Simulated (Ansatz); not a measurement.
For Mg4N2O (model structure, started from the Ca4P2O type, I4/mmm, No. 139, 7 atoms in the cell), LDA (Ansatz, a quantum-chemistry and plane-wave program, plane waves, PAW) gives:

```
Item                       Result
-------------------  ------------
lattice constant a        3.714 Å
lattice parameter c      11.179 Å
bulk modulus              125 GPa
cohesive energy      4.38 eV/atom
band gap                  1.10 eV
```

Q: What does r²SCAN in Ansatz (PAW) give for the same quantities?

A: 
- lattice constant a: 3.748 Å (rises by 0.9 %)
- lattice parameter c: 11.304 Å (goes up by 1.1 %)
- bulk modulus: 122 GPa (falls by 2.4 %)
- cohesive energy: 3.81 eV/atom (shrinks by 0.57 eV/atom)
- band gap: 1.49 eV (increases by 0.39 eV)

Changes are worked out from the printed values.

Unless a cell is named, each level is at its own relaxed cell (LDA 11.02, r²SCAN 11.34 Å³/atom).

Density-functional gaps are differences of (generalised) Kohn–Sham levels.

Caveats: the bulk modulus is −V dP/dV from two relaxed cells at ±2 % in volume (LDA, r²SCAN). Ansatz's density-functional and Hartree–Fock values are scalar-relativistic unless marked +SOC, with PAW data made under PBE.

A model structure was made by putting elements into a prototype or built by hand; it is no filed structure, need not be a known phase, and can be a saddle point held by its symmetry.
